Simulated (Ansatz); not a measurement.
Input and output of a self-consistent single point for LiNbF₆ (R3, 8 atoms in the cell) (Ansatz, a quantum-chemistry and plane-wave program).

Level of theory: LDA (PW92), default PAW files made with PBE (plane waves; Ansatz).

```
CELL_PARAMETERS angstrom
      2.57010     1.48385     4.57979
     -2.57010     1.48385     4.57979
      0.00000    -2.96770     4.57979
ATOMIC_POSITIONS crystal
  Li 0.50364 0.50364 0.50364
  Nb 0.00000 0.00000 0.00000
  F  0.12815 0.75325 0.36355
  F  0.87185 0.24675 0.63645
  F  0.36355 0.12815 0.75325
  F  0.63645 0.87185 0.24675
  F  0.75325 0.36355 0.12815
  F  0.24675 0.63645 0.87185
```

Reference input (self-consistent single point, DFT, LDA (PW92), plane waves, default PAW files made with PBE): basis.ecutwfc = 420 eV; kpoints.mp_grid.grid = 6 6 6; hamiltonian.xc = lda; hamiltonian.pseudopotentials = {kind: paw} (the program's default PAW files); scf.occupations.method = fixed. This run's input differs from it in these lines:

Ansatz 0.2 input:
```diff
@@ -17,3 +17,3 @@
 kpoints:
-  mp_grid: { grid: [6, 6, 6] }
+  mp_grid: { grid: [3, 3, 3] }
 hamiltonian:
```

Output, abridged:

```
SCF iter   1: F=—  HF=-9415.010711 eV  |F-HF|=—  |Δ(HF+E_count)|=         —  Δρ=2.13e-2  dr2=3.67e-1  ethr=1.77e-3  ⟨swp⟩=4.8  Hψ=796  notcnv=0  defer=29
all-band conjugate gradients solve this SCF's bands
preconditioner: auto → Resta (q_TF=auto, 2.472 Å⁻¹)
SCF iter   2: F=—  HF=-9414.928559 eV  |F-HF|=—  |Δ(HF+E_count)|=   8.22e-2  Δρ=7.72e-3  dr2=4.62e-2  ethr=6.33e-4  ⟨swp⟩=2.2  Hψ=380  notcnv=0  defer=30
   [... lines left out ...]
SCF iter   5: F=—  HF=-9414.916710 eV  |F-HF|=—  |Δ(HF+E_count)|=   2.24e-5  Δρ=2.96e-4  dr2=6.19e-5  ethr=2.60e-7  ⟨swp⟩=2.0  Hψ=306  notcnv=0  defer=15
SCF iter   6: F=—  HF=-9414.916698 eV  |F-HF|=—  |Δ(HF+E_count)|=   1.21e-5  Δρ=6.09e-5  dr2=3.35e-6  ethr=1.07e-7  ⟨swp⟩=2.0  Hψ=311  notcnv=0  defer=13
SCF iter   7: F=—  HF=-9414.916698 eV  |F-HF|=—  |Δ(HF+E_count)|=   2.60e-7  Δρ=2.17e-5  dr2=3.41e-7  ethr=5.78e-9  ⟨swp⟩=2.7  Hψ=415  notcnv=0  defer=13
SCF iter   8: F=-9414.916698 eV  HF=-9414.916698 eV  |F-HF|=2.30e-8  |Δ(HF+E_count)|=   3.13e-7  Δρ=4.49e-6  dr2=3.00e-8  ethr=1.72e-10  ⟨swp⟩=11.0  Hψ=997  notcnv=0
SCF 1 converged in 8 iterations: F = -9414.916698 eV  dr2 = 3.00e-8
Free energy (F): -9414.916698 eV
Internal energy: -9414.916698 eV  (E = F + TS)
E sigma→0 (E₀):  -9414.916698 eV
Fermi energy:    -0.177952 eV
--- Forces (eV/Å), atoms counted from 1 ---
  atom   1  Li    -0.00000000     0.00000000    -0.11664180
  atom   2  Nb    -0.00000000    -0.00000000     0.19673612
  atom   3  F     -0.55003275     0.84901766    -0.69669044
  atom   4  F      0.53166798    -0.80943260     0.66999297
  atom   5  F     -0.46025449    -0.90085116    -0.69669044
  atom   6  F      0.43515520     0.86515427     0.66999297
  atom   7  F      1.01028723     0.05183350    -0.69669044
  atom   8  F     -0.96682318    -0.05572168     0.66999297
--- Stress (GPa, compression-positive) ---
       -8.958287       0.000000      -0.000000
       -0.000000      -8.958287       0.000000
       -0.000000       0.000000      -9.147825
  P = ⅓ Tr σ = -9.0215 GPa (-90.215 kbar)
  The stress holds the Pulay correction. Without it, at fixed plane waves, as pw.x and ABINIT print it: P = -9.9898 GPa
```

The run converged in 8 iterations. Against the reference run the free energy is nearly the same (within 1 meV/atom), the pressure stays at -9.02 GPa, the largest force stays at 1.228 eV/Å and the gap on the mesh goes from 5.190 to 5.225 eV.

The starting cell comes from a database of computed structures (which also holds hypothetical and non-ambient phases and stackings), without a prior relaxation at this level. Its lattice was rescaled by up to half a per cent. One atom was moved a little off its site on purpose. With a pressure of about -9 GPa the cell is away from its equilibrium volume at this level. Forces in this geometry exceed 1 eV/Å. Ansatz's pressure includes its estimate of the finite-basis (Pulay) stress. Without the estimate this run gives -9.99 GPa.
